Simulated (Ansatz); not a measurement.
Electronic density of states of amorphous Al48O36N24, density 3.03 g/cm³, on a 2×2×2 Γ-centred mesh with a Gaussian width of 0.1 eV; energies count from the Fermi level, whose place inside the gap is arbitrary. Cell and mesh are small, so fine structure isn't converged. Computed with PBE, scalar-relativistic without spin-orbit coupling (plane waves to 420 eV, PAW; Ansatz, a quantum-chemistry and plane-wave program). Sampling: a 2×2×2 Γ-centred mesh; Fermi-Dirac width 0.02 eV; no spin polarisation. At PBE the levels at the filled edge of the gap are localised (band-tail or defect states), and the nearest spread-out levels lie 2.9 eV apart at the zone centre.

It comes from a melt-quench run on a machine-learned potential (CHGNet), relaxed afterwards by DFT. O and N atoms were pushed apart under 1.9 Å during the dynamics, to hinder bonds among them. The hot cell started wider than the set density and was brought back towards it in steps. It is the lowest in DFT energy of 2 quenches. It is a model cell: composition and starting density were chosen by hand, and all elements were melted together. No dispersion term was used. A short ab initio anneal came between quench and relaxation. Its density started from a set value of 3.16 and ended at 3.03 g/cm³. Cooling (nominally 290 K/ps over its main leg) ran many orders faster than in experiment, which tends to leave more defects and strain. Values belong to this one cell and scatter from quench to quench. Volume and shape were free in the relaxation.

(E - EF (eV), states/(eV atom)): (-12.00, 0.00); (-11.90, 0.00); (-11.80, 0.00); (-11.70, 0.00); (-11.60, 0.00); (-11.50, 0.00); (-11.40, 0.00); (-11.30, 0.00); (-11.20, 0.00); (-11.10, 0.00); (-11.00, 0.00); (-10.90, 0.00); (-10.80, 0.00); (-10.70, 0.00); (-10.60, 0.00); (-10.50, 0.00); (-10.40, 0.00); (-10.30, 0.00); (-10.20, 0.00); (-10.10, 0.00); (-10.00, 0.00); (-9.90, 0.00); (-9.80, 0.00); (-9.70, 0.00); (-9.60, 0.00); (-9.50, 0.00); (-9.40, 0.00); (-9.30, 0.00); (-9.20, 0.02); (-9.10, 0.09); (-9.00, 0.07); (-8.90, 0.07); (-8.80, 0.10); (-8.70, 0.10); (-8.60, 0.11); (-8.50, 0.15); (-8.40, 0.21); (-8.30, 0.29); (-8.20, 0.32); (-8.10, 0.33); (-8.00, 0.34); (-7.90, 0.38); (-7.80, 0.38); (-7.70, 0.34); (-7.60, 0.36); (-7.50, 0.38); (-7.40, 0.40); (-7.30, 0.44); (-7.20, 0.46); (-7.10, 0.41); (-7.00, 0.41); (-6.90, 0.44); (-6.80, 0.44); (-6.70, 0.44); (-6.60, 0.45); (-6.50, 0.44); (-6.40, 0.47); (-6.30, 0.49); (-6.20, 0.51); (-6.10, 0.54); (-6.00, 0.52); (-5.90, 0.46); (-5.80, 0.47); (-5.70, 0.50); (-5.60, 0.51); (-5.50, 0.51); (-5.40, 0.52); (-5.30, 0.53); (-5.20, 0.52); (-5.10, 0.52); (-5.00, 0.53); (-4.90, 0.56); (-4.80, 0.58); (-4.70, 0.55); (-4.60, 0.54); (-4.50, 0.52); (-4.40, 0.53); (-4.30, 0.58); (-4.20, 0.60); (-4.10, 0.59); (-4.00, 0.60); (-3.90, 0.62); (-3.80, 0.61); (-3.70, 0.58); (-3.60, 0.58); (-3.50, 0.63); (-3.40, 0.69); (-3.30, 0.66); (-3.20, 0.59); (-3.10, 0.57); (-3.00, 0.60); (-2.90, 0.62); (-2.80, 0.60); (-2.70, 0.58); (-2.60, 0.57); (-2.50, 0.50); (-2.40, 0.43); (-2.30, 0.37); (-2.20, 0.33); (-2.10, 0.29); (-2.00, 0.25); (-1.90, 0.18); (-1.80, 0.24); (-1.70, 0.19); (-1.60, 0.06); (-1.50, 0.07); (-1.40, 0.09); (-1.30, 0.04); (-1.20, 0.08); (-1.10, 0.07); (-1.00, 0.01); (-0.90, 0.00); (-0.80, 0.00); (-0.70, 0.00); (-0.60, 0.00); (-0.50, 0.00); (-0.40, 0.00); (-0.30, 0.00); (-0.20, 0.00); (-0.10, 0.00); (0.00, 0.00); (0.10, 0.00); (0.20, 0.00); (0.30, 0.00); (0.40, 0.00); (0.50, 0.00); (0.60, 0.00); (0.70, 0.00); (0.80, 0.00); (0.90, 0.00); (1.00, 0.00); (1.10, 0.01); (1.20, 0.01); (1.30, 0.00); (1.40, 0.00); (1.50, 0.00); (1.60, 0.00); (1.70, 0.02); (1.80, 0.04); (1.90, 0.05); (2.00, 0.03); (2.10, 0.03); (2.20, 0.05); (2.30, 0.06); (2.40, 0.07); (2.50, 0.06); (2.60, 0.04); (2.70, 0.06); (2.80, 0.09); (2.90, 0.08); (3.00, 0.11); (3.10, 0.16); (3.20, 0.18); (3.30, 0.20); (3.40, 0.20); (3.50, 0.19); (3.60, 0.22); (3.70, 0.27); (3.80, 0.30); (3.90, 0.30); (4.00, 0.30); (4.10, 0.33); (4.20, 0.34); (4.30, 0.37); (4.40, 0.33); (4.50, 0.29); (4.60, 0.29); (4.70, 0.34); (4.80, 0.35); (4.90, 0.33); (5.00, 0.31)

The level gap on this mesh is 2.25 eV; the broadening fills part of it in the curve.
